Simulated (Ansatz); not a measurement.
The reference is HfN in the rock salt structure (space group Fm-3m, No. 225; relaxed with 0.1 eV smearing).

```
HfN
1.0
    0.00000     2.23415     2.23415
    2.23415     0.00000     2.23415
    2.23415     2.23415     0.00000
Hf N
1 1
Cartesian
  0.00000   0.00000   0.00000
  2.23415   2.23415   2.23415
```

Cartesian axes are those of the cell as printed.

Calculations: Ansatz (a first-principles code) LDA, no SOC.

Perturbation: a pure shear with ε_xy = ε_yx = 0.0086, atoms relaxed at fixed cell.

Question: How does this affect the stress?

Answer: The stress (xx, yy, zz, yz, xz, xy; compression positive) comes out as (0.0, 0.0, 0.0, 0.0, 0.0, -2.2) GPa.

Question: What happens to the energy relative to the base?

Answer: The energy rises by 1.3 meV/atom.

The cells carry an imposed strain or load. No phonon test of stability was made. The final runs are not spin-polarised. An odd electron count without spin: HfN.
